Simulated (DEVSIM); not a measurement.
Device: abrupt CdTe p-n junction, at 300 K.

```csv
layer (left to right),material,thickness (μm),Nd (cm⁻³),Na (cm⁻³),τn (s),τp (s)
1,CdTe,12.0,-,1.6e15,2.8e-8,2.8e-8
2,CdTe,1.60,4.9e14,-,2.8e-8,2.8e-8
```

Left contact: ohmic. Right contact: ohmic. Voltage is applied to the left contact. Recombination: SRH at mid-gap, radiative. Mobility is μmin + (μ − μmin)/(1 + (N/Nref)^α).

The device is made up for the run: typed textbook-type constants, with dimensions and the other settings drawn at random. Values at 300 K; Nc and Nv go as T^1.5, mobilities as T to minus their exponent, the gap by Varshni's rule with the affinity fixed. The table also holds parameters that only a changed run uses.

| parameter | CdTe |
|---|---|
| gap (eV) | 1.5 |
| affinity (eV) | 4.28 |
| permittivity | 10.2 |
| Nc (cm⁻³) | 8e17 |
| Nv (cm⁻³) | 1.8e19 |
| μn (cm²/Vs) | 1000 |
| μp (cm²/Vs) | 80 |
| μn,min | 100 |
| μp,min | 10 |
| Nref,n | 1e17 |
| Nref,p | 1e17 |
| αn | 0.6 |
| αp | 0.6 |
| T exponent of μn | 1.7 |
| T exponent of μp | 1.5 |
| B (cm³/s) | 1e-10 |
| Cn (cm⁶/s) | 1e-30 |
| Cp (cm⁶/s) | 1e-30 |
| Varshni α (eV/K) | 0.00031 |
| Varshni β (K) | 108 |

DEVSIM, 1D drift-diffusion, Boltzmann statistics, complete ionisation; no tunnelling, impact ionisation, image-force lowering or self-heating.

Base results: largest field in the device at zero bias (V/cm) 12000; potential step across the device at zero bias (V) 1.068; dark forward voltage at 1 A/cm² (V) 1.057.

Task: What follows from this one change: thickness of layer 1 12 → 36 μm?

Result: largest field in the device at zero bias little changed (12000 V/cm); potential step across the device at zero bias little changed (1.068 V); dark forward voltage at 1 A/cm² 1.057 → 1.169 V.

Task: What follows from this one change: temperature 300 → 400 K?

Result: largest field in the device at zero bias 12000 → 10000 V/cm; potential step across the device at zero bias 1.068 → 0.864 V; dark forward voltage at 1 A/cm² 1.057 → 0.864 V.

Task: What follows from this one change: thickness of layer 2 1.6 → 4.8 μm?

Result: largest field in the device at zero bias little changed (12000 V/cm); potential step across the device at zero bias little changed (1.068 V); dark forward voltage at 1 A/cm² 1.057 → 1.064 V.

Task: What follows from this one change: doping Na of layer 1 1.6e+15 → 1.6e+16 cm^-3?

Result: largest field in the device at zero bias 12000 → 14000 V/cm; potential step across the device at zero bias 1.068 → 1.127 V; dark forward voltage at 1 A/cm² 1.057 → 1.045 V.

Task: What follows from this one change: constant mobility in place of the doping-dependent one?

Result: largest field in the device at zero bias little changed (12000 V/cm); potential step across the device at zero bias little changed (1.068 V); dark forward voltage at 1 A/cm² 1.057 → 1.053 V.
